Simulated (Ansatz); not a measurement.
## A computed series for PbTe: pressure series

Start from PbTe in the rock salt structure (space group Fm-3m, No. 225; a = 6.534 Å).

Cell and atoms are relaxed at each pressure.

Method: r2SCAN (Ansatz, an electronic-structure program), no spin-orbit coupling.

```tsv
pressure (GPa)	volume per atom (Å³/atom)
-2	36.798
0	34.873
0.3	34.635
0.7	34.325
1.5	?
3	32.782
5	31.692
7.5	30.546
10	29.584
```

Task: Fit the third-order Birch–Murnaghan form P(V) = (3B₀/2)[(V₀/V)^(7/3) − (V₀/V)^(5/3)]·[1 + (3/4)(B₀′ − 4)((V₀/V)^(2/3) − 1)] (squares taken in P) to the rows shown and predict the withheld row.

Result: Least squares on the printed values gives V₀ = 34.880 Å³/atom, B₀ = 42.1 GPa, B₀′ = 4.4; this predicts 33.745 Å³/atom, and the run gives 33.750 Å³/atom, 0.005 higher.

Measured bulk modulus of PbTe: 39.8 GPa (room temperature; as listed in Kerstin Hummer, Andreas Grüneis, Georg Kresse, Physical Review B (2007)); the computed value is for a static lattice, so the two differ by thermal effects too.

Load acts through the strain it causes; cell and atoms are relaxed under it. No phonon test of stability was made. Competing high-pressure phases were not computed.
